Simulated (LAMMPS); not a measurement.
LAMMPS 22 Jul 2025, classical MD, EDIP (Si.edip): Si, 1728 atoms.

| Property | Value |
|---|---|
| task | MD, nve |
| potential | EDIP, Si.edip |
| copies of the repeat unit | 6×6×6 |
| shape (slab and sphere leave vacuum in the box) | bulk |
| neighbor skin | 2 Å |
| neigh_modify | every 1 delay 0 check yes |
| newton | on (default) |
| atom_modify sort (bins of 2 Å where set) | 1000 (default) |
| comm_style | brick (default) |
| box | 32.6 × 32.6 × 32.6 Å |
| start | generated diamond lattice, warmed in an untimed run |

All runs start from one configuration, warmed at this fixed volume for 1000 steps under a thermostat at 1200 K. The run at the shortest step has a mean temperature of 1180 K and a mean pressure of 0.3 GPa.

Each run covers about 2.0 ps at constant energy (mean temperature 1180 K at the shortest step); σ is the standard deviation over the printed steps. One run each, on a shared machine, so no times are given.

Steps tried: 0.5 fs, 1 fs, 2 fs, 2.5 fs, 4 fs, 5 fs, 8 fs, 10 fs, 16 fs, 20 fs, 32 fs.

Task: Up to which step does the ratio σ(E total)/σ(E kinetic) stay under 10 %, and what happens beyond?

Result: 5 fs. The run fails or blows up at 16 fs, 20 fs, 32 fs.

```
time step  σ(E total)/σ(E kinetic)  last minus first total energy (meV/atom)  mean temperature (K)
---------  -----------------------  ----------------------------------------  --------------------
0.5 fs                     0.00045                                   +0.0011                  1180
1 fs                        0.0018                                   +0.0049                  1180
2 fs                        0.0072                                    +0.023                  1180
2.5 fs                       0.011                                    +0.039                  1170
4 fs                         0.030                                     +0.12                  1160
5 fs                         0.048                                     +0.37                  1160
8 fs                          0.16                                      +1.5                  1120
10 fs                         0.42                                      +6.6                  1090
16 fs            stops: Lost atoms                                         —                     —
20 fs            stops: Lost atoms                                         —                     —
32 fs            stops: Lost atoms                                         —                     —
```

The bar is a choice.
